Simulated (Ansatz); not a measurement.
System: hcp Tb. Method: LDA in Ansatz (plane waves, PAW).

Run with plane-wave cutoff 520 eV, 18×18×10 k mesh (along the axes of the cell as run), Fermi–Dirac smearing 0.05 eV, spin-polarised with parallel moments, scalar-relativistic PAW data made under PBE.

Cell (relaxed at this level):

```
Tb
1.0
    1.68231    -2.91385     0.00000
    1.68231     2.91385     0.00000
    0.00000     0.00000     5.42952
Tb
2
Cartesian
  1.68231   0.97128   1.35738
  1.68231  -0.97128   4.07214
```
Starting moments (μB, in the order of the record's atoms Tb Tb): 6.0 6.0.

### Question
Give the computed bulk modulus B0, magnetic moment per atom (the cell's total over its atoms) and pressure derivative B′ of the bulk modulus.

### Answer

- bulk modulus B0 = 37.3 GPa
- magnetic moment per atom (the cell's total over its atoms) = 5.95 μB
- pressure derivative B′ of the bulk modulus = 3.4

The run finds no gap.

Measured, for comparison: bulk modulus 38.7 GPa (room temperature, no zero-point or thermal correction; as tabulated in Wikipedia's data pages). Computed (rounded) less measured: bulk modulus -4 %.

Note: the 4f shell is treated without U or exact exchange, so its levels and filling can be wrong; the collinear magnetic order is the start's and need not be the measured one; the bulk modulus comes from volumes at which shape and atoms were relaxed.

Moments are spin moments.

Spin–orbit coupling is not included.

Static lattice: no zero-point or thermal effects.

Ansatz is an electronic-structure program.
